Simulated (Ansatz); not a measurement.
Functionals compared on the (11-20) surface of hcp Cd in its 1x1 cell, outermost plane spacing 1.52 Å in the ideal cut, in Ansatz (plane waves, PAW). The structure was relaxed with PBE; the other rows are single points on it, each with its references at the same level. Cutoff 420 eV (500 eV for r2SCAN).

Slab: 16 atoms, 10.6 Å thick at the start; k 7x7x1, smearing 0.1 eV, dipole-corrected; all atoms relaxed; held to the start's symmetry, so lower structures may exist; no spin, no spin-orbit, no U. These notes are the PBE run's.

```csv
functional,surface energy (J/m²),work function of the top face (eV),rough cost of the single point
PBE,0.51,4.01,–
LDA,0.88,4.35,around 110 core-seconds (rough)
PBEsol,0.77,4.11,very roughly 90 core-seconds
RPBE,___,___,very roughly 100 core-seconds
r2SCAN,0.71,4.07,roughly 2.7 core-minutes
```

Task: What belongs in the gaps?

Result: 
- RPBE, surface energy (J/m²): 0.32
- RPBE, work function of the top face (eV): 3.85

Ansatz is a program for electronic structure.
